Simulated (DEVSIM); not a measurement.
Device: Au/HfO2/SiO2/p-Si capacitor, at 300 K.

Layer 1 from the left is HfO2, thickness (nm) 20.0. Layer 2 from the left is SiO2, thickness (nm) 1.10. Layer 3 from the left is Si, thickness (nm) 12000, Na (cm⁻³) 2.2e15.

Metal gate on the left, work function 5.1 eV. Fixed charge at the semiconductor interface -8.1e11 cm⁻² (in units of +e); no interface traps.

Constants are typed, rounded textbook-type inputs, not results; the design itself was drawn at random and stands for no fabricated device. Values at 300 K.

HfO2: gap (eV) 5.7, affinity (eV) 2.5, permittivity 22. SiO2: gap (eV) 9, affinity (eV) 0.9, permittivity 3.9. Si: gap (eV) 1.124, affinity (eV) 4.05, permittivity 11.7, Nc (cm⁻³) 2.86e19, Nv (cm⁻³) 3.1e19.

Simulated with DEVSIM: 1D Poisson equation in equilibrium, Boltzmann statistics, complete ionisation; no quantum confinement or tunnelling. Metal contacts follow the ideal Schottky-Mott rule: no Fermi-level pinning, no interface dipoles.

### Question
What does the simulation give for the minimum of the low-frequency capacitance, the threshold voltage (band bending 2φF)?

### Answer
minimum of the low-frequency capacitance 0.0189 μF/cm²; threshold voltage (band bending 2φF) 1.01 V.
